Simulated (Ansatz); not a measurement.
AlN (P6_3mc), PBE with spin-orbit coupling, rigid bands run with Ansatz (a first-principles code). Condition of this run: functional PBE, cell relaxed with it. Band gap 4.04 eV, N_c = 4.06e18 cm⁻³ and N_v = 6.35e19 cm⁻³ at 300 K, conductivity masses along y (a = (3.13, 0.00, 0.00) Å; b = (-1.56, 2.71, 0.00) Å; c = (0.00, 0.00, 5.02) Å) of 0.307 mₑ (electrons) and 3.74 mₑ (holes). Take k_BT = 0.02585 eV.

Question: What thermal injection velocity √(2k_BT/πm) limits a ballistic channel along the direction named?

Answer: 9.71e6 cm/s for electrons and 2.78e6 cm/s for holes, a ratio of √(m_h/m_e) = 3.49, for dilute carriers.

Question: Find the intrinsic carrier density and the intrinsic Fermi level.

Answer: n_i = √(N_c N_v) exp(−E_g/2k_BT) = 1.61e19 × exp(−78.14) = 1.9e-15 cm⁻³. The level lies (k_BT/2) ln(N_v/N_c) = 36 meV from mid-gap (positive towards the conduction band). Each 0.1 eV added to the gap lowers n_i by a factor of 6.9.

Question: A film of it is 5 nm thick, with its normal along the direction named. Estimate the confinement energies in an infinite well.

Answer: ħ²π²/(2m t²) = 0.376 eV·nm²/(m/mₑ × t²) gives 49.0 meV for electrons and 4.02 meV for holes, so the gap would widen to about 4.09 eV. Finite barriers and nonparabolic bands lower this, and with several valleys or bands the heaviest mass along the normal sets the lowest level, not this average.

Rigid bands with the computed gap; masses take one relaxation time for all states.
